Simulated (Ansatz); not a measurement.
Band structure of Cs5Nb2S4Cl9 (Immm, 20 atoms in the cell).

```
CELL_PARAMETERS angstrom
     -3.65866     5.23505     8.24614
      3.65866    -5.23505     8.24614
      3.65866     5.23505    -8.24614
ATOMIC_POSITIONS crystal
  Cs 0.44291 0.66402 0.77889
  Cs 0.55709 0.33598 0.22111
  Cs 0.88513 0.66402 0.22111
  Cs 0.11487 0.33598 0.77889
  Cs 0.50000 0.00000 0.50000
  Nb 0.08866 0.08866 0.00000
  Nb 0.91134 0.91134 0.00000
  S  0.09555 0.75607 0.85162
  S  0.90445 0.24393 0.14838
  S  0.90445 0.75607 0.66052
  S  0.09555 0.24393 0.33948
  Cl 0.20195 0.96490 0.76295
  Cl 0.79805 0.03510 0.23705
  Cl 0.20195 0.43900 0.23705
  Cl 0.79805 0.56100 0.76295
  Cl 0.62707 0.87127 0.75580
  Cl 0.37293 0.12873 0.24420
  Cl 0.11547 0.87127 0.24420
  Cl 0.88453 0.12873 0.75580
  Cl 0.50000 0.50000 0.00000
```

Computed with PBEsol, default PAW files made with PBE (plane waves; Ansatz, a first-principles code).

Settings: kpoints.mp_grid.grid = 4 4 4; hamiltonian.xc = pbesol; hamiltonian.pseudopotentials = {kind: paw} (the program's default PAW files); scf.occupations.method = gaussian; scf.occupations.width = 0.0015 Ry; kpoints.band_path.npoints = 10.

The starting cell comes from a database of computed structures (which also holds hypothetical and non-ambient phases and stackings), without a prior relaxation at this level.

Predict the gap along the standard path and the places of the band edges.

The gap along the path is 1.74 eV, direct at T to within 0.01 eV. Another conduction valley lies within 0.1 eV, so the order of the valleys is not sure.

Levels in eV from the top of the valence band on the path, bands 76 to 83:
| point | 76 | 77 | 78 | 79 | 80 | 81 | 82 | 83 |
|---|---|---|---|---|---|---|---|---|
| Γ | -1.47 | -1.44 | -1.06 | -0.29 | 2.04 | 2.05 | 2.06 | 2.19 |
| X | -1.71 | -1.53 | -1.01 | -0.04 | 1.75 | 2.03 | 2.14 | 2.37 |
| L | -1.77 | -1.54 | -1.00 | -0.03 | 1.75 | 2.06 | 2.21 | 2.35 |
| T | -1.83 | -1.55 | -0.98 | 0.00 | 1.74 | 2.09 | 2.32 | 2.32 |
| W | -1.83 | -1.55 | -0.98 | 0.00 | 1.75 | 2.08 | 2.30 | 2.31 |
| R | -1.75 | -1.54 | -1.00 | 0.00 | 1.75 | 2.06 | 2.17 | 2.38 |
| X1 | -1.71 | -1.53 | -1.01 | -0.04 | 1.75 | 2.03 | 2.14 | 2.37 |
| Z | -1.49 | -1.45 | -1.08 | -0.36 | 1.98 | 1.99 | 2.04 | 2.07 |
| Y | -1.48 | -1.45 | -1.06 | -0.35 | 1.98 | 2.00 | 2.07 | 2.13 |
| S | -1.46 | -1.46 | -1.04 | -0.32 | 1.97 | 2.04 | 2.08 | 2.25 |

Keys are those of Ansatz 0.2.
